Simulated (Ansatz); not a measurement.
BeTe, response to strain

Base system: BeTe in the zinc blende structure (space group F-43m, No. 216; a = 5.604 Å). Axes: x, y, z lie along the cube axes.

Strains are applied to the cell and any free atomic positions relax; under stress the whole cell relaxes.

Method: PBEsol in Ansatz (plane waves to 420 eV, PAW, no spin-orbit coupling).

Candidates:
(a) strain tensor (xx, yy, zz, yz, xz, xy) = (−1.33, −0.99, −0.34, +0.82, +0.27, +1.22) %
(b) uniaxial stress, 1 GPa tension along x
(c) uniaxial stress, 8 GPa tension along z

Before the change:

| Property | Result |
|---|---|
| Band gap | 1.84 eV |

**Question.** Order them by band gap, highest first.

**Answer.** (b) uniaxial stress, 1 GPa tension along x (1.78 eV), (a) strain tensor (xx, yy, zz, yz, xz, xy) = (−1.33, −0.99, −0.34, +0.82, +0.27, +1.22) % (1.58 eV), (c) uniaxial stress, 8 GPa tension along z (1.49 eV)

Spin-orbit coupling, missing from the scalar runs, can matter with Te. Stability under load was not tested beyond the relaxation.

Ansatz is a quantum-chemistry and plane-wave program.
